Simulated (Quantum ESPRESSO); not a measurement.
Band structure of MgSi (P2_1/m, 4 atoms in the cell).

```
MgSi
1.0
    4.34919     0.00000     0.00000
    0.00000     3.53989     0.00000
   -1.79212     0.00000     4.68812
Mg Si
2 2
Direct
  0.65942   0.75000   0.28348
  0.34058   0.25000   0.71652
  0.12346   0.25000   0.15314
  0.87654   0.75000   0.84686
```

Computed with LDA (PZ), GBRV 1.5 ultrasoft (LDA) pseudopotentials (plane waves; Quantum ESPRESSO 7.5).

Settings: ecutwfc = 40 Ry; ecutrho = 200 Ry; occupations = smearing; smearing = gauss; degauss = 0.0099958 Ry; potentials = {Mg: mg_lda_v1.4.uspp.F.UPF, Si: si_lda_v1.uspp.F.UPF}; K_POINTS = automatic 8 9 7 0 0 0; nbnd = 26; conv_thr = 1e-10 Ry; mixing_beta = 0.4.

The starting cell comes from a database of computed structures (which also holds hypothetical and non-ambient phases and stackings), without a prior relaxation at this level. Its lattice was rescaled by a random factor within 2.5 % of one.

Levels in eV from the Fermi level, bands 11 to 18:
```
point     11     12     13     14     15     16    17    18
-----  -----  -----  -----  -----  -----  -----  ----  ----
Γ      -4.02  -2.74  -1.36  -1.13   0.74   1.49  1.90  4.97
Y      -3.39  -1.55  -1.07  -0.04   1.86   2.96  3.15  3.34
H      -6.08  -2.22  -0.89   0.02   2.36   3.57  3.92  4.15
C      -5.84  -4.11  -0.90   1.18   2.42   3.18  4.25  4.66
E      -3.63  -3.63  -3.14  -3.14  -0.66  -0.66  5.30  5.30
M1     -3.93  -3.93  -3.33  -3.33   1.01   1.01  3.55  3.55
A      -4.34  -4.34  -2.22  -2.22   0.53   0.53  3.34  3.34
X      -4.62  -3.04  -0.91  -0.39   1.68   2.59  3.31  5.40
D      -4.72  -4.72  -0.89  -0.89   1.49   1.49  3.73  3.73
```

Bands cross the Fermi level along this path, so the cell is metallic at this level.
